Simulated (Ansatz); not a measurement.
Electronic density of states of amorphous Al30O33N8, density 3.00 g/cm³, on a 2×2×2 Γ-centred mesh with a Gaussian width of 0.1 eV; energies count from the Fermi level, whose place inside the gap is arbitrary. Cell and mesh are small, so fine structure isn't converged. These are PBE, scalar-relativistic without spin-orbit coupling (plane waves to 420 eV, PAW; Ansatz, a program for electronic structure) values and carry that method's errors. Sampling: a 2×2×2 Γ-centred mesh; Fermi-Dirac width 0.02 eV; no spin polarisation. At PBE the levels at the filled edge of the gap are localised (band-tail or defect states), and the nearest spread-out levels lie 3.2 eV apart at the zone centre.

Preparation: random packing, a CHGNet melt and quench, and a DFT relaxation. O and N atoms were pushed apart under 1.9 Å during the dynamics, to hinder bonds among them. The hot cell started wider than the set density and was brought back towards it in steps. It is the lowest in DFT energy of 2 quenches. It is a model cell: composition and starting density were chosen by hand, and all elements were melted together. No dispersion term was used. A short ab initio anneal came between quench and relaxation. Its density started from a set value of 3.00 and ended at 3.00 g/cm³. Cooling (nominally 290 K/ps over its main leg) ran many orders faster than in experiment, which tends to leave more defects and strain. A cell of this size samples the disorder only roughly. The volume was held where the preparation left it, at a PBE pressure of -0.8 GPa (tension). Stress components on the final sampling reach 2.9 GPa.

(E - EF (eV), states/(eV atom)): (-12.00, 0.00); (-11.90, 0.00); (-11.80, 0.00); (-11.70, 0.00); (-11.60, 0.00); (-11.50, 0.00); (-11.40, 0.00); (-11.30, 0.00); (-11.20, 0.00); (-11.10, 0.00); (-11.00, 0.00); (-10.90, 0.00); (-10.80, 0.00); (-10.70, 0.00); (-10.60, 0.00); (-10.50, 0.00); (-10.40, 0.00); (-10.30, 0.00); (-10.20, 0.00); (-10.10, 0.00); (-10.00, 0.00); (-9.90, 0.00); (-9.80, 0.00); (-9.70, 0.00); (-9.60, 0.00); (-9.50, 0.00); (-9.40, 0.00); (-9.30, 0.00); (-9.20, 0.00); (-9.10, 0.00); (-9.00, 0.00); (-8.90, 0.00); (-8.80, 0.03); (-8.70, 0.13); (-8.60, 0.14); (-8.50, 0.15); (-8.40, 0.16); (-8.30, 0.21); (-8.20, 0.33); (-8.10, 0.40); (-8.00, 0.41); (-7.90, 0.44); (-7.80, 0.39); (-7.70, 0.32); (-7.60, 0.36); (-7.50, 0.39); (-7.40, 0.39); (-7.30, 0.41); (-7.20, 0.40); (-7.10, 0.35); (-7.00, 0.39); (-6.90, 0.48); (-6.80, 0.46); (-6.70, 0.45); (-6.60, 0.53); (-6.50, 0.52); (-6.40, 0.50); (-6.30, 0.52); (-6.20, 0.48); (-6.10, 0.51); (-6.00, 0.56); (-5.90, 0.55); (-5.80, 0.53); (-5.70, 0.58); (-5.60, 0.57); (-5.50, 0.53); (-5.40, 0.53); (-5.30, 0.58); (-5.20, 0.62); (-5.10, 0.55); (-5.00, 0.55); (-4.90, 0.58); (-4.80, 0.59); (-4.70, 0.58); (-4.60, 0.63); (-4.50, 0.67); (-4.40, 0.72); (-4.30, 0.68); (-4.20, 0.63); (-4.10, 0.62); (-4.00, 0.65); (-3.90, 0.67); (-3.80, 0.70); (-3.70, 0.73); (-3.60, 0.71); (-3.50, 0.71); (-3.40, 0.68); (-3.30, 0.66); (-3.20, 0.59); (-3.10, 0.57); (-3.00, 0.64); (-2.90, 0.66); (-2.80, 0.61); (-2.70, 0.53); (-2.60, 0.41); (-2.50, 0.41); (-2.40, 0.48); (-2.30, 0.38); (-2.20, 0.29); (-2.10, 0.39); (-2.00, 0.27); (-1.90, 0.18); (-1.80, 0.12); (-1.70, 0.14); (-1.60, 0.10); (-1.50, 0.02); (-1.40, 0.06); (-1.30, 0.15); (-1.20, 0.07); (-1.10, 0.01); (-1.00, 0.00); (-0.90, 0.00); (-0.80, 0.00); (-0.70, 0.00); (-0.60, 0.00); (-0.50, 0.00); (-0.40, 0.00); (-0.30, 0.00); (-0.20, 0.00); (-0.10, 0.00); (0.00, 0.00); (0.10, 0.00); (0.20, 0.00); (0.30, 0.00); (0.40, 0.00); (0.50, 0.00); (0.60, 0.00); (0.70, 0.00); (0.80, 0.00); (0.90, 0.00); (1.00, 0.00); (1.10, 0.00); (1.20, 0.01); (1.30, 0.02); (1.40, 0.00); (1.50, 0.00); (1.60, 0.00); (1.70, 0.00); (1.80, 0.00); (1.90, 0.00); (2.00, 0.02); (2.10, 0.05); (2.20, 0.05); (2.30, 0.04); (2.40, 0.03); (2.50, 0.03); (2.60, 0.05); (2.70, 0.07); (2.80, 0.07); (2.90, 0.08); (3.00, 0.09); (3.10, 0.08); (3.20, 0.05); (3.30, 0.05); (3.40, 0.09); (3.50, 0.16); (3.60, 0.17); (3.70, 0.17); (3.80, 0.22); (3.90, 0.25); (4.00, 0.27); (4.10, 0.31); (4.20, 0.30); (4.30, 0.30); (4.40, 0.30); (4.50, 0.33); (4.60, 0.33); (4.70, 0.31); (4.80, 0.37); (4.90, 0.36); (5.00, 0.34); (5.10, 0.29); (5.20, 0.27); (5.30, 0.31); (5.40, 0.31); (5.50, 0.31); (5.60, 0.32)

The level gap on this mesh is 2.54 eV; the broadening fills part of it in the curve.
